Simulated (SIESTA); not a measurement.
# Worked example: self-consistent single point of AlFe (Pm-3m, 2 atoms in the cell) in SIESTA

Method: GGA PBEsol, numerical atomic orbitals DZP, PseudoDojo PBEsol standard norm-conserving potentials (rewritten from UPF to PSML) in SIESTA.

Input:

```
# files in the folder: Al.psml Fe.psml (PseudoDojo PBEsol standard)
SystemName  AlFe
SystemLabel siesta

NumberOfAtoms                2
NumberOfSpecies              2
%block ChemicalSpeciesLabel
  1 13 Al
  2 26 Fe
%endblock ChemicalSpeciesLabel
LatticeConstant              2.877949 Ang
%block LatticeVectors
     1.000000000    0.000000000    0.000000000
     0.000000000    1.000000000    0.000000000
     0.000000000    0.000000000    1.000000000
%endblock LatticeVectors
AtomicCoordinatesFormat      Ang
%block AtomicCoordinatesAndAtomicSpecies
     0.000000000    0.000000000    0.000000000  1
     1.438974500    1.438974500    1.438974500  2
%endblock AtomicCoordinatesAndAtomicSpecies

XC.functional                GGA
XC.authors                   PBEsol
PAO.BasisSize                DZP
PAO.EnergyShift              0.01 Ry
MeshCutoff                   400 Ry
%block kgrid.MonkhorstPack
    8   0   0  0.0
    0   8   0  0.0
    0   0   8  0.0
%endblock kgrid.MonkhorstPack
OccupationFunction           FD
ElectronicTemperature        50.0 meV
Spin                         polarized
%block DM.InitSpin
  1 +0.00
  2 +4.00
%endblock DM.InitSpin

MaxSCFIterations             150
SCF.Mixer.Method             Pulay
SCF.Mixer.Weight             0.1
SCF.Mixer.History            6
SCF.DM.Tolerance             1.0E-04
Diag.ParallelOverK           true
WriteForces                  true
Charge.Mulliken              end
```

The program printed (abridged):

```
reinit: Reading from file input.fdf

reinit: System Name: AlFe
reinit: System Label: siesta

NOTE on units for spin output:
{S} is the spin magnetic moment, in units of the Bohr magneton,
assuming a g-factor for the electron spin of exactly 2.
The spin magnetic moment is then numerically equal to the charge inbalance,
in units of electrons, between the spin-up and -down channels.

coor:   Atomic-coordinates input format  =     Cartesian coordinates
coor:                                          (in Angstroms)

siesta: Atomic coordinates (Bohr) and species
siesta:      0.00000   0.00000   0.00000  1        1
siesta:      2.71927   2.71927   2.71927  2        2

siesta: System type = bulk

initatomlists: Number of atoms, orbitals, and projectors:      2    32    36

siesta: ******************** Simulation parameters ****************************
redata: Spin configuration                          = collinear
redata: Time-Reversal Symmetry                      = T
redata: Number of Atomic Species                    =        2
redata: Mesh Cutoff                                 =   400.0000 Ry
redata: Net charge of the system                    =     0.0000 |e|
redata: Min. number of SCF Iter                     =        0
redata: Max. number of SCF Iter                     =      150
redata: SCF convergence failure will abort job
redata: SCF mix quantity                            = Hamiltonian
redata: Mix DM or H after convergence               =   F
redata: Recompute H after scf cycle                 =   F
redata: Mix DM in first SCF step                    =   T
redata: No kicks to SCF
redata: DM Mixing Weight for Kicks                  =     0.5000
redata: Require Harris convergence for SCF          =   F
redata: Harris energy tolerance for SCF             =     0.000100 eV
redata: Require DM convergence for SCF              =   T
redata: DM tolerance for SCF                        =     0.000100
   [... lines left out ...]
diag: Used triangular part                          = Lower
diag: Absolute tolerance                            =  0.100E-15
diag: Orthogonalization factor                      =  0.100E-05
diag: Memory factor                                 =  1.0000

superc: Internal auxiliary supercell:     7 x     7 x     7  =     343
superc: Number of atoms, orbitals, and projectors:    686  10976  12348

                        Single-point calculation

superc: Internal auxiliary supercell:     7 x     7 x     7  =     343
superc: Number of atoms, orbitals, and projectors:    686  10976  12348

outcell: Unit cell vectors (Ang):
        2.877949    0.000000    0.000000
        0.000000    2.877949    0.000000
        0.000000    0.000000    2.877949

outcell: Cell vector modules (Ang)   :    2.877949    2.877949    2.877949
outcell: Cell angles (23,13,12) (deg):     90.0000     90.0000     90.0000
outcell: Cell volume (Ang**3)        :     23.8369
new_DM -- step:     1
Initializing Density Matrix...

Attempting to read DM from file... Failed...
DM filled with atomic data (user-defined):

InitMesh: MESH = 36 x 36 x 36 = 46656
InitMesh: Mesh cutoff (required, used) =   400.000   432.455 Ry

stepf: Fermi-Dirac step function
        iscf     Eharris(eV)        E_KS(eV)     FreeEng(eV)     dDmax    Ef(eV) dHmax(eV)
   scf:    1    -3425.048714    -3459.430999    -3459.450527  0.688096 -3.022512 21.340085
     spin moment: {S} , |S| = {        0.0        0.0    2.48961 }     2.48961
   scf:    2    -3472.609324    -3467.024916    -3467.046917  0.067803 -3.999564 11.150196
     spin moment: {S} , |S| = {        0.0        0.0    2.43893 }     2.43893
   scf:    3    -3470.210403    -3469.733971    -3469.753801  0.084129 -5.154144  0.892991
     spin moment: {S} , |S| = {        0.0        0.0    2.20413 }     2.20413
   scf:    4    -3469.710816    -3469.722634    -3469.742854  0.002661 -5.152258  1.064173
     spin moment: {S} , |S| = {        0.0        0.0    2.21196 }     2.21196
   scf:    5    -3470.136663    -3469.897483    -3469.923393  0.072951 -5.448082  0.565086
     spin moment: {S} , |S| = {        0.0        0.0    1.69670 }     1.69670
   scf:    6    -3469.823573    -3469.857375    -3469.880356  0.029357 -5.384855  0.332685
   [... lines left out ...]
   scf:   23    -3470.089412    -3470.088577    -3470.108083  0.001799 -5.855065  0.032263
     spin moment: {S} , |S| = {        0.0        0.0    0.75372 }     0.75372
   scf:   24    -3470.088694    -3470.088636    -3470.108118  0.000540 -5.859172  0.016162
     spin moment: {S} , |S| = {        0.0        0.0    0.75356 }     0.75356
   scf:   25    -3470.088714    -3470.088674    -3470.108152  0.000422 -5.865406  0.020061
     spin moment: {S} , |S| = {        0.0        0.0    0.75327 }     0.75327
   scf:   26    -3470.088580    -3470.088627    -3470.108127  0.000473 -5.861306  0.031636
     spin moment: {S} , |S| = {        0.0        0.0    0.75352 }     0.75352
   scf:   27    -3470.088748    -3470.088681    -3470.108172  0.000739 -5.872799  0.000507
     spin moment: {S} , |S| = {        0.0        0.0    0.75269 }     0.75269
   scf:   28    -3470.088683    -3470.088682    -3470.108172  0.000019 -5.872645  0.000301
     spin moment: {S} , |S| = {        0.0        0.0    0.75270 }     0.75270
SCF Convergence by DM+H criterion
max |DM_out - DM_in|         :     0.0000194708
max |H_out - H_in|      (eV) :     0.0003014078
SCF cycle converged after 28 iterations

Using DM_out to compute the final energy and forces

siesta: E_KS(eV) =            -3470.0887

siesta: E_KS - E_eggbox =     -3470.0887

siesta: Atomic forces (eV/Ang):
     1    0.000000    0.000000    0.000000
     2   -0.000000   -0.000000   -0.000000
   Tot   -0.000000    0.000000   -0.000000
   Max    0.000000
   Res    0.000000    sqrt( Sum f_i^2 / 3N )
   Max    0.000000    constrained

Stress tensor Voigt[x,y,z,yz,xz,xy] (kbar):       63.71       63.71       63.71       -0.00        0.00        0.00
(Free)E + p*V (eV/cell)    -3471.0560
Target enthalpy (eV/cell)    -3470.1082

siesta: Program's energy decomposition (eV):
siesta: Ebs     =      -625.980974
siesta: Eions   =      5125.869350
siesta: Ena     =       716.792581
siesta: Ekin    =      1593.092186
siesta: Enl     =      -182.661196
siesta: Eso     =         0.000000
siesta: Edftu   =         0.000000
siesta: DEna    =        38.080683
siesta: DUscf   =         0.763721
siesta: DUext   =         0.000000
siesta: Ex      =      -476.949631
siesta: Ec      =       -33.337676
siesta: Exc     =      -510.287307
siesta: Eharris =     -3470.088683
siesta: Etot    =     -3470.088682
siesta: FreeEng =     -3470.108172

siesta: Stress tensor (static) (eV/Ang**3):
siesta:     0.039764    0.000000    0.000000
siesta:     0.000000    0.039764    0.000000
siesta:     0.000000   -0.000000    0.039764

siesta: Cell volume =         23.836873 Ang**3

siesta: Pressure (static):
siesta:                Solid            Molecule  Units
siesta:          -0.00043308         -0.00043308  Ry/Bohr**3
siesta:          -0.03976359         -0.03976359  eV/Ang**3
siesta:         -63.70828950        -63.70828950  kBar

mulliken: Atomic and Orbital Populations:

mulliken: Spin UP

Species: Al
Atom  Qatom  Qorb
               3s      3s      3py     3pz     3px     3py     3pz     3px
               3Pdxy   3Pdyz   3Pdz2   3Pdxz   3Pdx2-y2
   1  1.828   0.437   0.088   0.123   0.123   0.123   0.156   0.156   0.156
   [... lines left out ...]

Species: Fe
Atom  Qatom  Qorb
               3s      4s      4s      3py     3pz     3px     4py     4pz
               4px     3dxy    3dyz    3dz2    3dxz    3dx2-y2 3dxy    3dyz
               3dz2    3dxz    3dx2-y2
   2  8.049   0.925  -0.093   0.082   0.999   0.999   0.999   0.145   0.145
              0.145   0.852   0.852   0.675   0.852   0.675  -0.029  -0.029

             -0.057  -0.029  -0.057

mulliken: Qtot =        9.876

mulliken: Spin DOWN

Species: Al
Atom  Qatom  Qorb
               3s      3s      3py     3pz     3px     3py     3pz     3px
               3Pdxy   3Pdyz   3Pdz2   3Pdxz   3Pdx2-y2
   1  1.933   0.456   0.091   0.130   0.130   0.130   0.176   0.176   0.176
              0.077   0.077   0.118   0.077   0.118

Species: Fe
Atom  Qatom  Qorb
               3s      4s      4s      3py     3pz     3px     4py     4pz
               4px     3dxy    3dyz    3dz2    3dxz    3dx2-y2 3dxy    3dyz
               3dz2    3dxz    3dx2-y2
   2  7.191   0.922  -0.093   0.079   0.999   0.999   0.999   0.135   0.135
              0.135   0.647   0.647   0.603   0.647   0.603  -0.041  -0.041

             -0.071  -0.041  -0.071

mulliken: Qtot =        9.124

Mulliken Atomic Populations:
Atom #   charge [q] valence [e]      Sz [e]  Species
     1    -0.760223    3.760223   -0.104923  Al
     2     0.760223   15.239777    0.857622  Fe
 Total    -0.000000                0.752699
```

The run converged in 28 iterations.

The starting cell comes from a database of computed structures (which also holds hypothetical and non-ambient phases and stackings), without a prior relaxation at this level. Its lattice was rescaled by a random factor within 2.5 % of one. The moments shrank to a small part of their start, a low-spin state that need not be the lowest. Values carry the incompleteness of an atom-centred basis. With a pressure of about -6 GPa the cell is away from its equilibrium volume at this level.

Cost on one core of a shared machine: roughly 90 s.
